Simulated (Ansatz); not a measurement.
## NbP (I4₁md, No. 109, 4 atoms in the cell; start mp-9339)

All values below come from LDA (Ansatz, a first-principles code, PAW).

Run with plane-wave cutoff 500 eV, 16×16×16 k mesh, Fermi–Dirac smearing 0.05 eV, no spin polarisation, scalar-relativistic PAW data made under PBE.

Cell (relaxed at this level):

```
NbP
1.0
   -1.65177     1.65177     5.61477
    1.65177    -1.65177     5.61477
    1.65177     1.65177    -5.61477
Nb P
2 2
Cartesian
  0.00000   0.00000   8.42455
  1.65177   0.00000   5.61716
  0.00000   0.00000   3.73290
  1.65177   0.00000   0.92551
```

| Property | Result |
|---|---|
| band gap | zero (no gap) |

Note: the relaxation could not lower the start's symmetry, so the cell can be a saddle point above a distorted one.

Spin–orbit coupling is not included.

Static lattice: no zero-point or thermal effects.

Computing time: very roughly 2.2 core-minutes.

A start named mp-… is a Materials Project structure, which need not be a measured phase.
